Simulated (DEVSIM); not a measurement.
Structure: W/SiON/SiO2/p-Si capacitor, at 350 K.

```
layer (left to right)  material  thickness (nm)  Na (cm⁻³)
---------------------  --------  --------------  ---------
1                          SiON            12.0          -
2                          SiO2           0.760          -
3                            Si            2400     5.7e16
```

Metal gate on the left, work function 4.6 eV. Fixed charge at the semiconductor interface -1.7e11 cm⁻² (in units of +e); no interface traps.

The device is made up for the run: typed textbook-type constants, with dimensions and the other settings drawn at random. Values at 300 K; Nc and Nv go as T^1.5, mobilities as T to minus their exponent, the gap by Varshni's rule with the affinity fixed.

```csv
parameter,SiON,SiO2,Si
gap (eV),7,9,1.124
affinity (eV),1.4,0.9,4.05
permittivity,5.5,3.9,11.7
Nc (cm⁻³),-,-,2.86e19
Nv (cm⁻³),-,-,3.1e19
Varshni α (eV/K),-,-,0.000473
Varshni β (K),-,-,636
```

DEVSIM, 1D Poisson equation in equilibrium, Boltzmann statistics, complete ionisation; no quantum confinement or tunnelling. Metal contacts follow the ideal Schottky-Mott rule: no Fermi-level pinning, no interface dipoles.

Task: Give the band bending (positive: bands bend down) and minority sheet density.

Result: 
```json
[
 {"Vg (V)": "-2.1", "ψs (V)": "-0.194", "minority carriers (cm⁻²)": "< 1e8"},
 {"Vg (V)": "-1.8", "ψs (V)": "-0.182", "minority carriers (cm⁻²)": "< 1e8"},
 {"Vg (V)": "-1.5", "ψs (V)": "-0.168", "minority carriers (cm⁻²)": "< 1e8"},
 {"Vg (V)": "-1.2", "ψs (V)": "-0.150", "minority carriers (cm⁻²)": "< 1e8"},
 {"Vg (V)": "-0.9", "ψs (V)": "-0.124", "minority carriers (cm⁻²)": "< 1e8"},
 {"Vg (V)": "-0.6", "ψs (V)": "-0.084", "minority carriers (cm⁻²)": "< 1e8"},
 {"Vg (V)": "-0.3", "ψs (V)": "-0.004", "minority carriers (cm⁻²)": "< 1e8"},
 {"Vg (V)": "0", "ψs (V)": "0.158", "minority carriers (cm⁻²)": "< 1e8"},
 {"Vg (V)": "0.3", "ψs (V)": "0.374", "minority carriers (cm⁻²)": "< 1e8"},
 {"Vg (V)": "0.6", "ψs (V)": "0.610", "minority carriers (cm⁻²)": "4.7e8"},
 {"Vg (V)": "0.9", "ψs (V)": "0.796", "minority carriers (cm⁻²)": "1.7e11"},
 {"Vg (V)": "1.2", "ψs (V)": "0.848", "minority carriers (cm⁻²)": "7.3e11"},
 {"Vg (V)": "1.5", "ψs (V)": "0.875", "minority carriers (cm⁻²)": "1.4e12"},
 {"Vg (V)": "1.8", "ψs (V)": "0.893", "minority carriers (cm⁻²)": "2.0e12"},
 {"Vg (V)": "2.1", "ψs (V)": "0.906", "minority carriers (cm⁻²)": "2.7e12"}
]
```
